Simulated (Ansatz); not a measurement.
System: interstitial K in corundum (charge state +1). All values below come from PBE, PAW (plane waves to 420 eV; Ansatz, a program for electronic structure).

Settings: 120 host sites, the relaxed PBE lattice, the Γ point alone, smearing 0.01 eV, spin-restricted, no image-charge correction. Static, classical nuclei. The charge state is imposed; whether it is stable for some Fermi level was not computed. Sites that were not tried may lie lower. The start lies 0.056 eV above the lowest site run (PBE).

Barriers: single points on a 2×2×2 k-point mesh shifted by half a step along c at the bands' geometries.

The step: several atoms move together, K the farthest. Atoms about the jump, Cartesian Å from the middle of the jump, before and after:

| atom | x0 | y0 | z0 | x1 | y1 | z1 |
|---|---|---|---|---|---|---|
| K1 | 0.00 | 0.00 | -0.99 | 0.00 | 0.00 | 0.99 |
| O2 | 1.71 | 0.14 | 0.36 | 1.71 | -0.14 | -0.36 |
| O3 | -0.73 | -1.55 | 0.36 | -0.98 | -1.41 | -0.36 |
| O4 | -0.98 | 1.41 | 0.36 | -0.73 | 1.55 | -0.36 |
| O5 | 0.93 | 1.44 | -2.45 | 0.97 | 1.38 | -2.30 |
| O6 | 0.97 | -1.39 | 2.30 | 0.93 | -1.44 | 2.45 |
| O7 | 0.78 | -1.53 | -2.45 | 0.72 | -1.53 | -2.30 |
| O8 | -1.71 | 0.08 | -2.45 | -1.68 | 0.14 | -2.30 |
| O9 | -1.68 | -0.15 | 2.30 | -1.71 | -0.09 | 2.45 |
| O10 | 0.72 | 1.53 | 2.30 | 0.79 | 1.53 | 2.45 |
| Al11 | 0.00 | 0.00 | -3.26 | 0.00 | 0.00 | -1.52 |
| Al12 | 0.00 | 0.00 | 1.52 | 0.00 | 0.00 | 3.26 |
| Al13 | 2.47 | 1.37 | -0.74 | 2.46 | 1.37 | -0.92 |
| Al14 | -0.04 | 2.81 | 0.92 | -0.05 | 2.83 | 0.74 |
| Al15 | -0.05 | -2.83 | -0.74 | -0.04 | -2.82 | -0.92 |
| Al16 | 2.46 | -1.38 | 0.92 | 2.47 | -1.37 | 0.74 |
| Al17 | -2.42 | -1.44 | 0.92 | -2.42 | -1.46 | 0.74 |
| Al18 | -2.43 | 1.46 | -0.74 | -2.42 | 1.44 | -0.92 |
| O19 | 1.67 | -2.83 | -0.02 | 1.62 | -2.86 | 0.02 |
| O20 | 1.62 | 2.86 | -0.02 | 1.67 | 2.83 | 0.02 |
| O21 | -3.29 | -0.03 | -0.02 | -3.29 | 0.03 | 0.02 |
| O22 | -1.74 | -2.74 | 2.31 | -1.65 | -2.64 | 2.17 |
| O23 | 3.11 | 0.11 | -2.17 | 3.25 | 0.13 | -2.31 |
| O24 | -1.65 | 2.64 | -2.17 | -1.74 | 2.74 | -2.31 |
| O25 | 3.25 | -0.14 | 2.31 | 3.11 | -0.11 | 2.17 |
| O26 | -1.50 | 2.88 | 2.31 | -1.46 | 2.75 | 2.17 |
| O27 | -1.46 | -2.75 | -2.17 | -1.50 | -2.88 | -2.31 |

**Question.** Where do these atoms stand at the saddle point, and how high is it?

**Answer.** 
```json
[
 {"atom": "K1", "x": "0.00", "y": "0.00", "z": "0.00"},
 {"atom": "O2", "x": "2.12", "y": "0.00", "z": "0.00"},
 {"atom": "O3", "x": "-1.07", "y": "-1.83", "z": "0.00"},
 {"atom": "O4", "x": "-1.07", "y": "1.84", "z": "0.00"},
 {"atom": "O5", "x": "0.93", "y": "1.42", "z": "-2.25"},
 {"atom": "O6", "x": "0.93", "y": "-1.41", "z": "2.24"},
 {"atom": "O7", "x": "0.76", "y": "-1.51", "z": "-2.25"},
 {"atom": "O8", "x": "-1.70", "y": "0.10", "z": "-2.25"},
 {"atom": "O9", "x": "-1.70", "y": "-0.10", "z": "2.24"},
 {"atom": "O10", "x": "0.76", "y": "1.52", "z": "2.24"},
 {"atom": "Al11", "x": "0.00", "y": "0.00", "z": "-2.84"},
 {"atom": "Al12", "x": "0.00", "y": "0.00", "z": "2.84"},
 {"atom": "Al13", "x": "2.50", "y": "1.42", "z": "-0.83"},
 {"atom": "Al14", "x": "-0.03", "y": "2.88", "z": "0.83"},
 {"atom": "Al15", "x": "-0.03", "y": "-2.87", "z": "-0.83"},
 {"atom": "Al16", "x": "2.50", "y": "-1.41", "z": "0.83"},
 {"atom": "Al17", "x": "-2.48", "y": "-1.46", "z": "0.83"},
 {"atom": "Al18", "x": "-2.48", "y": "1.46", "z": "-0.83"},
 {"atom": "O19", "x": "1.64", "y": "-2.85", "z": "0.00"},
 {"atom": "O20", "x": "1.64", "y": "2.85", "z": "0.00"},
 {"atom": "O21", "x": "-3.30", "y": "0.00", "z": "0.00"},
 {"atom": "O22", "x": "-1.73", "y": "-2.72", "z": "2.30"},
 {"atom": "O23", "x": "3.22", "y": "0.14", "z": "-2.30"},
 {"atom": "O24", "x": "-1.73", "y": "2.73", "z": "-2.30"},
 {"atom": "O25", "x": "3.22", "y": "-0.13", "z": "2.30"},
 {"atom": "O26", "x": "-1.50", "y": "2.86", "z": "2.30"},
 {"atom": "O27", "x": "-1.50", "y": "-2.86", "z": "-2.31"}
]
```
It lies 1.72 eV above the start and 1.72 eV above the end. The saddle point's order was not checked, and it lies on a symmetry element of the cell, where a band can be held.
